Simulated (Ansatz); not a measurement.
Take C in the diamond structure (space group Fd-3m, No. 227) as the base.

```
C
1.0
    0.00000     1.76587     1.76587
    1.76587     0.00000     1.76587
    1.76587     1.76587     0.00000
C
2
Direct
  0.00000   0.00000   0.00000
  0.25000   0.25000   0.25000
```

Cartesian axes are those of the cell as printed.

Calculations: LDA (Ansatz, a program for electronic structure, PAW, no SOC).

Strains are applied to the cell and any free atomic positions relax; under biaxial strain the out-of-plane vector relaxes too.

One change was made to it. Results:

```csv
quantity,base,after
volume per atom,5.51 Å³,5.36 Å³
energy relative to the base (free energy F),0 meV/atom,+9.7 meV/atom
```

Question: Name the change that was made.
A. biaxial strain −1.00 %, plane normal [001], relaxed out of plane
B. biaxial strain +2.00 %, plane normal [001], relaxed out of plane
C. biaxial strain −1.50 %, plane normal [001], relaxed out of plane
D. biaxial strain −2.50 %, plane normal [001], relaxed out of plane
E. biaxial strain +1.00 %, plane normal [001], relaxed out of plane

Answer: C, biaxial strain −1.50 %, plane normal [001], relaxed out of plane. For comparison, the energy relative to the base in the other runs: biaxial strain −2.50 %, plane normal [001], relaxed out of plane gives +27 meV/atom; biaxial strain +2.00 %, plane normal [001], relaxed out of plane gives +16 meV/atom; biaxial strain +1.00 %, plane normal [001], relaxed out of plane gives +4.1 meV/atom; biaxial strain −1.00 %, plane normal [001], relaxed out of plane gives +4.3 meV/atom.

Whether these cells are dynamically stable was not tested.
